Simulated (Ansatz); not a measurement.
Results of PBE-D4 (PAW; Ansatz, a quantum-chemistry and plane-wave program) for AlB2-type MgB2.

Numerical settings: plane-wave cutoff 500 eV, 18×18×12 k mesh (along the axes of the cell as run), Fermi–Dirac smearing 0.05 eV, scalar-relativistic PAW data made under PBE.

Computed at the level's own relaxed cell.

Problem. Predict the equilibrium volume per atom, equilibrium lattice constant a and lattice parameter c.

Solution. 
- equilibrium volume per atom = 9.34 Å³/atom
- equilibrium lattice constant a = 3.055 Å
- lattice parameter c = 3.467 Å

Measured, for comparison: lattice constant a 3.083 Å, lattice parameter c 3.521 Å (300 K, no zero-point or thermal correction; as tabulated in Loa et al. (2002), arXiv:cond-mat/0206051). Computed (rounded) less measured: lattice constant a -0.9 %, lattice parameter c -1.5 %. A static lattice is as a rule a little smaller and stiffer than an uncorrected measurement, which narrows the difference in the lattice constant a, lattice parameter c and would widen misses of the other sign.

The computed numbers hold no vibrational or temperature effects.

It cost around 40 core-seconds (rough) of CPU time.
